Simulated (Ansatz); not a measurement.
# graphite: the defect Al interstitial

Method: PBE-D3(BJ), PAW (plane waves to 420 eV; Ansatz, a program for electronic structure). Set-up: 64-site cell; 3×3×4 Γ-centred k-points; start: void with 7C nearest; not converged in cell size; relaxed from one start, so a lower configuration may exist.

Neighbours after relaxation, in Å: of the Al atom: C 2.11, C 2.11, C 2.14, C 2.14.

Formation energies E_f are those of the neutral cell. Chemical conditions: host crystal and elements as references (Δμ(Al) = 0.00 eV; Al taken from its element, since no compound that bounds it was computed at this level; only phases computed here count, gases as isolated molecules at 0 K). Reference phases: Al: fcc Al.

The name describes the start; the neighbours show where the atoms ended.

```
charge         moment (μB)  point group  largest move off a lattice site (Å)  E_f, host crystal and elements as references (eV)
------  ------------------  -----------  -----------------------------------  -------------------------------------------------
0       not spin-polarised           C2                                 0.47                                               5.23
```

Point groups are those of the whole cell at tolerances of 0.03 and 0.1 Å ("near" where only the looser one holds); none is given for unsettled states.
